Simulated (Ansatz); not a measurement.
# AlP (I-4m2): band-edge transport data

Here is the system:

```yaml
crystal:
  lattice:
    - [0.00000, 2.78080, 2.68684]
    - [2.78080, 0.00000, 2.68684]
    - [2.78080, 2.78080, 0.00000]
  atoms:
    - { symbol: Al, position: [0.00000, 0.00000, 0.00000] }
    - { symbol: P, position: [0.75000, 0.75000, 0.75000] }
```

All values below come from PBEsol with spin-orbit coupling, rigid bands (plane waves, PAW; Ansatz, a quantum-chemistry and plane-wave program). Condition of this run: biaxial stress xx = yy = -2 GPa (compression positive) (the target of the relaxation). How the cell was made: cell and atoms relaxed with PBEsol, then loaded as said.

```yaml
band_gap: 1.26 eV
electron conductivity mass (300 K, dilute): 0.28 (x), 0.28 (y), 0.80 (z) mₑ
hole conductivity mass (300 K, dilute): 0.65 (x), 0.65 (y), 0.48 (z) mₑ
effective density of states N_c (300 K): 6.2e18 cm⁻³
effective density of states N_v (300 K): 1.2e19 cm⁻³
density_of_states_mass_electrons: 0.39 mₑ
density_of_states_mass_holes: 0.62 mₑ
Seebeck coefficient, n-type 1e19 cm⁻³, 300 K: -187 μV/K
best n-type power factor at 300 K for τ = 10 fs (best axis; densities from 1e16 to 1e21 cm⁻³ tried, whether or not they can be reached): 6.8 μW/(cm·K²) at 3e20 cm⁻³
Seebeck coefficient, p-type 1e19 cm⁻³, 300 K: 305 μV/K
```

Rigid bands; masses and Seebeck coefficients take one relaxation time τ for all states and one kind of carrier; polarons and phonon drag are left out.
